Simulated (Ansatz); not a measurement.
Data:

```
CELL_PARAMETERS angstrom
      0.00000     2.53210     2.59540
      2.53210     0.00000     2.59540
      2.53210     2.53210     0.00000
ATOMIC_POSITIONS crystal
  Li 0.00000 0.00000 0.00000
  Cl 0.50000 0.50000 0.50000
```

No spin polarisation.

The values are results of PBEsol/PAW in Ansatz (a quantum-chemistry and plane-wave program), no spin-orbit coupling, not measurements. Γ-centred 11×11×11 mesh, Fermi–Dirac width 0.05 eV.

Task: Predict the hole mass, electron mass and valence-band top at Γ.

Result: The hole mass is 0.61 mₑ along z, 1.8 mₑ across (at Γ) and the electron mass is 0.46 mₑ (at Γ). The valence-band top at Γ (three highest levels, from the VBM) is 0.00, -0.06, -0.06 eV.

The levels and masses belong to the bands next to the band gap. The cells carry an imposed strain or load. Masses are band curvatures over ±0.01 Å⁻¹ around the edge. Stability against distortions was not tested. The cell was made from LiCl in the rock salt structure (space group Fm-3m, No. 225) by this change: uniaxial strain ε_zz = +2.50 %.
